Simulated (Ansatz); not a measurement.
Base system: InP in the zinc blende structure (space group F-43m, No. 216; a = 5.907 Å).

Levels (all Ansatz, a first-principles code, PAW, earlier PAW set): r2SCAN (500 eV, spin-orbit coupling left out); HSE06 (420 eV, no SOC).

The geometry is relaxed with r2SCAN.

| Property | Result |
|---|---|
| r2SCAN lowest conduction level above the VBM at special points | Γ 1.02 eV; L 1.79 eV; X 2.04 eV |

Problem. How does going to HSE06 change the lowest conduction level above the VBM at special points?

Solution. The lowest conduction level above the VBM at special points goes from Γ 1.02 eV; L 1.79 eV; X 2.04 eV to Γ 1.35 eV; L 2.19 eV; X 2.40 eV.

Single points use the geometry relaxed with r2SCAN. The levels and masses belong to the bands next to the band gap. No phonon test of stability was made.
